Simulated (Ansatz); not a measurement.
Start from SnSe2 in the CdI2 type structure (space group P-3m1, No. 164; layered, stacked along the Cartesian z axis).

```
CELL_PARAMETERS angstrom
      3.84018     0.00000     0.00000
     -1.92009     3.32569     0.00000
      0.00000     0.00000     6.00656
ATOMIC_POSITIONS crystal
  Sn 0.00000 0.00000 0.00000
  Se 0.33333 0.66667 0.26530
  Se 0.66667 0.33333 0.73470
```

Cartesian axes are those of the cell as printed.

Level of theory: PBE-D3(BJ) (Ansatz, a quantum-chemistry and plane-wave program; PAW; 420 eV plane waves; no spin-orbit coupling).

Strains are applied to the cell and any free atomic positions relax; under biaxial strain the out-of-plane vector relaxes too.

One change was made to it. Results:

The band gap goes up by 0.13 eV, from 0.36 eV to 0.49 eV; the smallest direct gap grows by 0.34 eV (0.82 eV → 1.16 eV).

Q: Which of these changes matches the shifts?
A) biaxial strain −1.50 %, plane normal [001], relaxed out of plane
B) biaxial strain −0.50 %, plane normal [001], relaxed out of plane
C) biaxial strain +1.50 %, plane normal [001], relaxed out of plane
D) biaxial strain +2.50 %, plane normal [001], relaxed out of plane

A: A, biaxial strain −1.50 %, plane normal [001], relaxed out of plane. For comparison, the band gap in the other runs: biaxial strain −0.50 %, plane normal [001], relaxed out of plane gives 0.41 eV; biaxial strain +1.50 %, plane normal [001], relaxed out of plane gives 0.21 eV; biaxial strain +2.50 %, plane normal [001], relaxed out of plane gives 0.10 eV.

No phonon test of stability was made. A zero or small gap of SnSe2 under biaxial strain +1.50 %, plane normal [001], relaxed out of plane and SnSe2 under biaxial strain +2.50 %, plane normal [001], relaxed out of plane can be the functional's error rather than a property of the material.
